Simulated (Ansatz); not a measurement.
Base system: TiC in the rock salt structure (space group Fm-3m, No. 225; a = 4.293 Å; relaxed with 0.1 eV smearing). Axes: x, y, z lie along the cube axes.

Method: Ansatz (a program for electronic structure), PBEsol, PAW, cutoff 420 eV, no spin-orbit coupling.

One thing is altered: uniaxial stress, 0.5 GPa tension along x, with the cell and atoms free to relax against it.

**Question.** What does the calculation give for the strain response and energy relative to the base after the change?

**Answer.** The strain response (xx, yy, zz) comes out as (+0.10, −0.02, −0.02) %; the energy is nearly the same.

Stability under load was not tested beyond the relaxation. All final runs are without spin polarisation.
